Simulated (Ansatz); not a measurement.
A self-consistent single point of Si2Ni (Cmcm, 6 atoms in the cell) with Ansatz (a quantum-chemistry and plane-wave program).

Method of the run: PBE (plane waves, PAW; Ansatz).

```yaml
crystal:
  lattice:
    - [1.71582, -6.77128, 0.00000]
    - [1.71582, 6.77128, 0.00000]
    - [0.00000, 0.00000, 3.37644]
  atoms:
    - { symbol: Si, position: [0.93900, 0.06100, 0.25000] }
    - { symbol: Si, position: [0.06100, 0.93900, 0.75000] }
    - { symbol: Si, position: [0.25000, 0.75000, 0.25000] }
    - { symbol: Si, position: [0.75000, 0.25000, 0.75000] }
    - { symbol: Ni, position: [0.60400, 0.39600, 0.25000], spin: 2.0 }
    - { symbol: Ni, position: [0.39600, 0.60400, 0.75000], spin: 2.0 }
```
(The spins are starting values, not results.)

Reference input (self-consistent single point, DFT, PBE, plane waves, default PAW files): basis.ecutwfc = 30.9 Ry; kpoints.mp_grid.grid = 7 7 7; hamiltonian.xc = pbe; hamiltonian.pseudopotentials = {kind: paw} (the program's default PAW files); magnetization.spin_polarized = true; scf.occupations.method = fermi_dirac; scf.occupations.width = 0.0073 Ry. This run's input differs from it in these lines:

Ansatz 0.2 input:
```diff
@@ -15,3 +15,3 @@
 kpoints:
-  mp_grid: { grid: [7, 7, 7] }
+  mp_grid: { grid: [8, 8, 8] }
 hamiltonian:
```

Output (repeated stretches shortened):

```
SCF iter   1: F=—  HF=-14219.012922 eV  |F-HF|=—  |Δ(HF+E_count)|=         —  Δρ=1.12e-1 (↑1.12e-1 ↓1.07e-1)  dr2=5.78e-1  dr2_m=8.44e0  M=0.992 μB ∫|m|=1.119 μB  β_m=0.30  ethr=1.10e-3  ⟨swp⟩=1.0  Hψ=38389  notcnv=0
Mixer restart at iter 1: flushing history
all-band conjugate gradients solve this SCF's bands
preconditioner: auto → Kerker (q_TF=auto, 2.548 Å⁻¹)
spin=Collinear: Kerker preconditioning applied to the charge; magnetization (m = ρ↑ − ρ↓) channel mixes plain (no charge-response kernel on spin).
   [... lines left out ...]
SCF iter  11: F=—  HF=-14221.639141 eV  |F-HF|=—  |Δ(HF+E_count)|=   4.03e-9  Δρ=1.61e-6 (↑1.61e-6 ↓1.14e-6)  dr2=4.33e-9  dr2_m=7.58e-11  M=0.000 μB ∫|m|=0.000 μB  β_m=0.99  ethr=6.71e-11  ⟨swp⟩=2.4  Hψ=11270  notcnv=0  defer=105
SCF iter  12: F=-14221.639141 eV  HF=-14221.639141 eV  |F-HF|=5.46e-11  |Δ(HF+E_count)|=  2.73e-11  Δρ=2.14e-7 (↑2.04e-7 ↓2.14e-7)  dr2=7.61e-11  dr2_m=8.21e-13  M=0.000 μB ∫|m|=0.000 μB  ethr=8.33e-12  ⟨swp⟩=4.2  Hψ=21999  notcnv=0
SCF 1 converged in 12 iterations: F = -14221.639141 eV  dr2 = 7.61e-11
WARN: the starting moments were not kept: the SCF closed with an absolute magnetisation of 2.2e-6 μB, where they sum to 4 μB in size (2 sites) …
Magnetization: 0.0000 μB (26.0000 up, 26.0000 down)
   [... lines left out ...]
Absolute magnetization: 0.0000 μB (∫|ρ↑−ρ↓|, with the PAW one-centre terms)
Free energy (F): -14221.639141 eV
Fermi energy:    13.133536 eV
   [... lines left out ...]
  atom   6  Ni     0.00000000     0.34158325     0.00000000
--- Stress (GPa, compression-positive) ---
        4.592470       0.000000       0.000000
        0.000000      -4.061233       0.000000
        0.000000       0.000000       9.525250
  P = ⅓ Tr σ = 3.3522 GPa (33.522 kbar)
  The stress holds the Pulay correction. Without it, at fixed plane waves, as pw.x and ABINIT print it: P = 3.3141 GPa
```

The run converged in 12 iterations. Against the reference run the free energy drops by 4.6 meV/atom, the pressure goes from 3.46 to 3.35 GPa and the largest force goes from 0.602 to 0.660 eV/Å.

The starting cell was generated: these elements placed on a structure prototype, without a prior relaxation; it need not be a known phase or ordering of this composition. Its lattice was rescaled by a random factor within 2.5 % of one. The starting moments vanished: the run ended non-magnetic, which need not be the lowest state. The program warned that a starting moment was not kept. With a pressure of about 3 GPa the cell is away from its equilibrium volume at this level. Ansatz's pressure includes its estimate of the finite-basis (Pulay) stress.

Cost on one core of a shared machine: roughly 40 s.
